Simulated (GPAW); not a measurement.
A self-consistent single point of Cu2Te (P1, 6 atoms in the cell) with GPAW.

Computed with PBEsol, GPAW PAW datasets PBEsol (made by gpaw-setup) (plane waves; GPAW).

The change in words: atoms moved at random. Reference geometry:
```yaml
crystal:
  lattice:
    - [4.37244, 0.00000, 0.00000]
    - [-2.18622, 3.78665, 0.00000]
    - [0.00000, 0.00000, 8.65900]
  atoms:
    - { symbol: Cu, position: [0.66667, 0.33333, 0.15195] }
    - { symbol: Cu, position: [0.33333, 0.66667, 0.84805] }
    - { symbol: Cu, position: [0.33333, 0.66667, 0.15195] }
    - { symbol: Cu, position: [0.66667, 0.33333, 0.84805] }
    - { symbol: Te, position: [0.00000, 0.00000, 0.26619] }
    - { symbol: Te, position: [0.00000, 0.00000, 0.73381] }
```

Reference input (self-consistent single point, DFT PBEsol, plane waves, GPAW PAW datasets PBEsol (made by gpaw-setup)): mode = pw; ecut = 800 eV; xc = PBEsol; kpts = 7 7 3; mesh shift (steps) = 0 0 0; occupations.name = methfessel-paxton; occupations.width = 0.136 eV; occupations.order = 0; nbands = -10; symmetry.symmorphic = false; symmetry.tolerance = 0.0005; maxiter = 100. This run's input differs from it in these lines:

```diff
@@ -8,8 +8,8 @@
                     [0.000000, 0.000000, 8.659003]],
-              positions=[[2.186224, 1.262214, 1.315736],
-                         [-0.000002, 2.524433, 7.343267],
-                         [-0.000002, 2.524433, 1.315736],
-                         [2.186224, 1.262214, 7.343267],
-                         [0.000000, 0.000000, 2.304940],
-                         [0.000000, 0.000000, 6.354063]],
+              positions=[[2.179156, 1.298032, 1.263548],
+                         [-0.061527, 2.479705, 7.365218],
+                         [-0.012940, 2.567131, 1.273887],
+                         [2.175424, 1.222530, 7.400954],
+                         [-0.015181, -0.024757, 2.287371],
+                         [0.107507, 0.030653, 6.386032]],
               pbc=True)
```

Output, abridged:

```
     iter     time        total  log10-change:
                         energy   eigst   dens
iter:   1 --:--:--   -26.274942
iter:   2 --:--:--   -24.864889   -1.44  -1.25
iter:   3 --:--:--   -23.360902   -0.79  -1.33
iter:   4 --:--:--   -23.292826   -2.53  -1.56
iter:   5 --:--:--   -23.276084   -2.00  -1.65
iter:   6 --:--:--   -23.360687   -1.71  -1.84
iter:   7 --:--:--   -23.251972   -2.72  -2.04
iter:   8 --:--:--   -23.226394   -3.15  -2.28
iter:   9 --:--:--   -23.218318   -3.70  -2.46
iter:  10 --:--:--   -23.211298c  -3.10  -2.65
iter:  11 --:--:--   -23.211159c  -5.04  -3.26
iter:  12 --:--:--   -23.211191c  -5.49  -3.34
iter:  13 --:--:--   -23.211213c  -5.31  -3.41
iter:  14 --:--:--   -23.211209c  -5.43  -3.49
iter:  15 --:--:--   -23.211178c  -5.97  -3.67
iter:  16 --:--:--   -23.211170c  -6.48  -3.78
iter:  17 --:--:--   -23.211173c  -6.64  -4.02c
iter:  18 --:--:--   -23.211167c  -6.98  -4.08c
iter:  19 --:--:--   -23.211168c  -7.47c -4.20c
Converged after 19 iterations.

Dipole moment: (-2.879884, -0.193878, -0.034422) |e|*Ang

Energy contributions relative to reference atoms: (reference = -549361.739117)

Kinetic:        -44.358279
Potential:      +32.820475
External:        +0.000000
XC:             -12.157618
Entropy (-ST):   -0.022526
Local:           +0.495517
SIC:             +0.000000
--------------------------
Free energy:    -23.222430
Extrapolated:   -23.211168

Showing only first 2 kpts
 Kpt  Band  Eigenvalues  Occupancy
  0    26      4.59925    0.06082
  0    27      4.77386    0.00022
  0    28      4.79746    0.00008
  0    29      5.81387    0.00000

  1    26      4.69411    0.00422
  1    27      4.72916    0.00126
  1    28      5.03039    0.00000
  1    29      5.58640    0.00000

Fermi level: 4.41896

No gap
   [... lines left out ...]
  0 Cu   -0.00385   -0.05315    0.23005
  1 Cu    0.31186    0.04699   -0.03911
  2 Cu    0.01436   -0.07853    0.12951
  3 Cu    0.08979    0.08586   -0.16373
  4 Te   -0.03190    0.14770   -0.57087
  5 Te   -0.37612   -0.14841    0.41694

Stress tensor:
     0.039777    -0.001155    -0.002108
    -0.001155     0.040656    -0.002414
    -0.002108    -0.002414     0.013105
Stress (GPa, Voigt): [ 6.373   6.5138  2.0997 -0.3868 -0.3378 -0.185 ]
```

The run converged in 19 iterations. GPAW prints stress with tension positive. Against the reference run the free energy rises by 5.3 meV/atom, the pressure goes from -5.54 to -5.00 GPa and the largest force goes from 0.552 to 0.591 eV/Å.

The starting cell comes from a database of computed structures (which also holds hypothetical and non-ambient phases and stackings), without a prior relaxation at this level. Its lattice was rescaled by a random factor within 2.5 % of one. For this run, on top of that: atoms moved at random. Spin polarisation is off. With a pressure of about -5 GPa the cell is away from its equilibrium volume at this level. The run gives no clean gap (levels at the Fermi energy touch, overlap or are partly filled at this smearing), which alone does not show that the compound is a metal.

Cost on one core of a shared machine: roughly 7 min.
